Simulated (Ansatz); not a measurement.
Base system: GaAs in the zinc blende structure (space group F-43m, No. 216; a = 5.6667 Å). Axes: x, y, z lie along the cube axes.

Method: plane-wave PAW DFT at the r2SCAN level (Ansatz, a first-principles code, 500 eV), spin-orbit coupling left out.

Base values:

```
Quantity            Result
-------------  -----------
Gap character  direct at Γ
```

Modification: compressive biaxial strain of 2.23 % in the plane normal to [001], as in epitaxy on a mismatched substrate; the out-of-plane cell vector and the atoms relax.

Q: What does the calculation give for the energy relative to the base after the change?

A: The energy goes up by 9.3 meV/atom.

Q: Estimate the effect on the gap character.

A: The gap character remains direct at Γ.

Q: Predict the new in-plane stress.

A: The mean in-plane stress (compression positive) is +3.0 GPa.

Whether these cells are dynamically stable was not tested. Labels are those of the standard path for the cell's own space group.
